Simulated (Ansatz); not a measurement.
## What tensor shear ε_xy = +2.00 % does to Cu

Take Cu in the fcc (Cu type) structure (space group Fm-3m, No. 225; a = 3.5768 Å; relaxed with 0.1 eV smearing) as the base. Axes: x, y, z lie along the cube axes.

Now apply this change: tensor shear ε_xy = +2.00 % (engineering shear γ = 0.0400); the atoms relax in the strained cell.

Computed with r2SCAN (Ansatz, an electronic-structure program, PAW, no SOC). k-mesh 32×32×32 (Γ-centred); smearing 0.1 eV (Fermi–Dirac).

| quantity | base | changed | shift |
|---|---|---|---|
| volume per atom | 11.44 Å³ | 11.43 Å³ | -0.005 Å³ |
| space group | Fm-3m (No. 225) | Immm (No. 71) | – |
| energy relative to the base (free energy F) | 0 meV/atom | +5.3 meV/atom | +5.3 meV/atom |
| pressure (mean of the normal stresses, compression positive) | 0.0 GPa | 0.3 GPa | +0.3 GPa |
| band gap | zero | zero | – |
| stress (xx, yy, zz, yz, xz, xy; compression positive) | – | (0.5, 0.5, -0.1, 0.0, 0.0, -3.7) GPa | – |

Cost of the whole job for the changed cell (relaxation, final SCF and bands): about 3 core-minutes (a rough figure).

No phonon test of stability was made. The final runs are not spin-polarised.
